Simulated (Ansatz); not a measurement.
Defect migration in hexagonal WC: interstitial H, neutral cell. Calculation: PBE, PAW (plane waves to 420 eV; Ansatz, a program for electronic structure).

Cell of 54 host sites held at the relaxed PBE lattice; a 3×3×3 k-point mesh shifted by half a step along c; Fermi-Dirac width 0.10 eV, spin-restricted; finite-size errors left in. Energies are static. Spin-orbit coupling is left out. Sites that were not tried may lie lower.

Barriers: single points on a 4×4×4 k-point mesh shifted by half a step along c at the bands' geometries.

Relaxed starting cell (atoms counted from 1):

```
W27C27H
1.0
    8.76617     0.00000     0.00000
   -4.38308     7.59172     0.00000
    0.00000     0.00000     8.54017
W C H
27 27 1
Direct
  0.99904   0.99992   0.99999
  0.99883   0.00014   0.33353
  0.99906   0.99991   0.66707
  0.99904   0.33291   0.99999
  0.99883   0.33248   0.33353
  0.99906   0.33294   0.66707
  0.99921   0.66650   0.00018
  0.99159   0.66269   0.33358
  0.99924   0.66652   0.66692
  0.33247   0.99976   0.00018
  0.33627   0.00738   0.33358
  0.33245   0.99973   0.66692
  0.33229   0.33304   0.99998
  0.33245   0.33312   0.33355
  0.33227   0.33303   0.66712
  0.33247   0.66650   0.00018
  0.33627   0.66269   0.33358
  0.33245   0.66652   0.66692
  0.66606   0.99992   0.99999
  0.66648   0.00014   0.33353
  0.66602   0.99991   0.66706
  0.66593   0.33304   0.99998
  0.66584   0.33312   0.33355
  0.66593   0.33303   0.66712
  0.66593   0.66668   0.99998
  0.66584   0.66652   0.33355
  0.66593   0.66670   0.66712
  0.11001   0.22190   0.16672
  0.11001   0.22190   0.50036
  0.11051   0.22215   0.83352
  0.10886   0.55254   0.16614
  0.10892   0.55267   0.50082
  0.11039   0.55561   0.83354
  0.10886   0.89011   0.16614
  0.10892   0.89005   0.50082
  0.11040   0.88857   0.83354
  0.44395   0.22273   0.16645
  0.44395   0.22273   0.50068
  0.44350   0.22183   0.83354
  0.44395   0.55502   0.16645
  0.44395   0.55502   0.50068
  0.44350   0.55546   0.83354
  0.44643   0.89011   0.16614
  0.44630   0.89005   0.50082
  0.44335   0.88857   0.83354
  0.77707   0.22190   0.16672
  0.77707   0.22190   0.50036
  0.77681   0.22215   0.83352
  0.77624   0.55502   0.16645
  0.77624   0.55502   0.50068
  0.77714   0.55546   0.83354
  0.77707   0.88896   0.16672
  0.77706   0.88896   0.50036
  0.77681   0.88845   0.83352
  0.22137   0.77759   0.33045
```

End state 1 differs by these moves (Å; atoms that move under 0.08 Å are left out):

```tsv
atom	element	Δx	Δy	Δz
55	H	0.00	0.00	-2.85
```

### Question
What is the computed forward and backward barriers to end state 1 (PBE, PAW)?

### Answer
forward 0.57 eV, backward 0.57 eV; at the saddle point atom 55 has neighbours C at 1.21, 2 C at 2.00; 2 W at 2.10, 2 W at 2.11 Å. The saddle point's order was not checked, and it lies on a symmetry element of the cell, where a band can be held.
